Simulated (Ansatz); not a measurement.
The starting structures come from a database of crystals and need not be the phases stable at ambient conditions.

By PBEsol, the system below comes out a metal.

```yaml
crystal:
  lattice:
    - [4.20266, 0.00000, 0.00000]
    - [0.00000, 4.20266, 0.00000]
    - [0.00000, 0.00000, 4.20266]
  atoms:
    - { symbol: La, position: [0.00000, 0.00000, 0.00000] }
    - { symbol: Pd, position: [0.50000, 0.00000, 0.50000] }
    - { symbol: Pd, position: [0.00000, 0.50000, 0.50000] }
    - { symbol: Pd, position: [0.50000, 0.50000, 0.00000] }
```

Space group of this cell: Pm-3m, Cu3Au type. The cell is taken as given; by PBEsol its mean pressure is -4.4 GPa.

The current flows along the normal of the first two printed cell vectors, the (001) plane of the conventional cell. No spin-orbit coupling; the value is a mean over 0.1 eV about the Fermi level.

Question: Give the ballistic conductance per area that PBEsol (Ansatz, a quantum-chemistry and plane-wave program) yields.

Answer: 0.35 × 10¹⁵ S/m² for both spins.
